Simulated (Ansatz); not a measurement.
Total g(r) from a molecular-dynamics run [in the run: one k-point, which a denser mesh shifts by 0.1 GPa in pressure and 0.09 eV/Å in forces]. Calculation: PBE (plane waves, PAW; Ansatz, a first-principles code).

```
r (Å) | g(r)
     1.02 |  0.00
     1.14 |  0.00
     1.26 |  0.00
     1.38 |  0.00
     1.50 |  0.00
     1.62 |  0.00
     1.74 |  0.00
     1.86 |  0.00
     1.98 |  0.01
     2.10 | ## 0.15
     2.22 | ########### 0.72
     2.34 | ####################### 1.58
     2.46 | ############################## 2.03
     2.58 | ########################### 1.85
     2.70 | ####################### 1.52
     2.82 | ################### 1.31
     2.94 | ################# 1.14
     3.06 | ############### 1.00
     3.18 | ############## 0.98
     3.30 | ############## 0.93
     3.42 | ############## 0.94
     3.54 | ############## 0.92
     3.66 | ############## 0.95
     3.78 | ############## 0.92
     3.90 | ############## 0.96
     4.02 | ############## 0.97
     4.14 | ############## 0.97
     4.26 | ############## 0.97
     4.38 | ############## 0.95
     4.50 | ############## 0.94
     4.62 | ############## 0.98
     4.74 | ############## 0.98
     4.86 | ############### 1.00
     4.98 | ############### 0.99
     5.10 | ############### 1.01
     5.22 | ############### 1.02
     5.34 | ############### 1.00
```

### Question
Which system gave this curve?
A) GaAs (zinc blende), crystal, 303 K, 4.0 GPa
B) Mo (bcc), crystal, 297 K
C) Si7Ge, liquid, 2035 K
D) Mo (bcc), crystal, 287 K, 6.9 GPa

### Answer
C, Si7Ge, liquid, 2035 K
